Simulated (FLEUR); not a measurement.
A self-consistent single point of SnS (F-43m, 2 atoms in the cell) with FLEUR.

Computed with LDA (Perdew-Zunger), all-electron FLAPW (FLEUR), scalar-relativistic valence.

```yaml
crystal:
  lattice:
    - [0.00000, 3.26514, 3.26514]
    - [3.26514, 0.00000, 3.26514]
    - [3.26514, 3.26514, 0.00000]
  atoms:
    - { symbol: Sn, position: [0.00000, 0.00000, 0.00000] }
    - { symbol: S, position: [0.75000, 0.75000, 0.75000] }
```

Reference input (self-consistent single point, DFT, PBEsol, all-electron FLAPW (FLEUR), scalar-relativistic valence): Kmax = 4 1/bohr; GmaxXC = 20 1/bohr; xcFunctional = PBEs; jspins = 1; l_soc = F; mode = gauss; fermiSmearingEnergy = 0.00367493 Htr; mesh (inpgen div1-3) = 5 5 5; inpgen gamma flag = false; Gmax = 20 1/bohr; numbands = 0; maxIterBroyd = 15. This run's input differs from it in these lines:

```diff
@@ -14,3 +14,3 @@
 &comp jspins=1 /
-&exco xctyp='PBEs' /
+&exco xctyp='pz' /
 &kpt div1=5 div2=5 div3=5 /
@@ -27,3 +27,3 @@
       <coreElectrons ctail="T" frcor="F" kcrel="0" coretail_lmax="0"/>
-      <xcFunctional name="PBEs" relativisticCorrections="F"/>
+      <xcFunctional name="pz" relativisticCorrections="F"/>
       <magnetism jspins="1"/>
```

Output, abridged:

```
 Iteration:     1   Distance:       6.37131040 me/bohr^3
 Iteration:     2   Distance:       5.52067544 me/bohr^3
 Iteration:     3   Distance:       2.44742092 me/bohr^3
 Iteration:     4   Distance:       2.34702333 me/bohr^3
 Iteration:     5   Distance:       0.59505856 me/bohr^3
   [... 6 lines left out ...]
 Iteration:    12   Distance:       0.00025518 me/bohr^3
 Iteration:    13   Distance:       0.00021398 me/bohr^3
 Iteration:    14   Distance:       0.00001072 me/bohr^3
 Iteration:    15   Distance:       0.00000117 me/bohr^3
 Run finished successfully
 Stop message:
   Structural relaxation: Done

[file out, last iteration]
             iter=     16
[...]
          total density-effective poten   -1.0853946189E+04
          total charge density-energy d   -1.8429113515E+02
 Updated energy parameters for spin:           1
[...]
 fermi energy and band-weighting factors:

[...]
FERMIE:
          first approx. to ef    (T=0)  :   0.111151 htr   (energy of the highest occ. eigenvalue)
          number of occ. states  (T=0)  :        196
          first approx. to seigv (T=0)  : -34.748688 htr
          sum of weights of occ. states :  14.000000
          sum of semicore charge        :   0.000000 e
          fermi energy=   0.11902 har   work function=  -3.23861 ev
          number of valence electrons=  28.00000
     band-weighting factor for spin=    1
   [... lines left out ...]
          total moment                 =     0.00000
 Direct bandgap for spin            1 :    2.7969918217006631E-002  Htr
 ---->    free energy=                     -6571.7781325218 htr
   [... lines left out ...]
      extrapolation for T->0
 ---->    total electron energy=           -6571.7781325218 htr
 ***** TOTAL FORCES ON ATOMS *****
 TOTAL FORCE FOR ATOM TYPE=  1  X=  0.000   Y=  0.000   Z=  0.000
                       FX_TOT= 0.000000 FY_TOT= 0.000000 FZ_TOT= 0.000000
 TOTAL FORCE FOR ATOM TYPE=  2  X= -3.085   Y= -3.085   Z= -3.085
                       FX_TOT= 0.000000 FY_TOT= 0.000000 FZ_TOT= 0.000000
 Structural relaxation: Done
```

The run converged in 15 iterations. FLEUR gives forces in its relaxation mode, with a further iteration, so its stop message speaks of a relaxation. Against the reference run the gap on the mesh goes from 0.437 to 0.397 eV.

The starting cell comes from a database of computed structures (which also holds hypothetical and non-ambient phases and stackings), without a prior relaxation at this level. Values depend on the basis (sphere radii, cutoffs, local orbitals), which need not be converged.

Cost on one core of a shared machine: roughly 60 s.
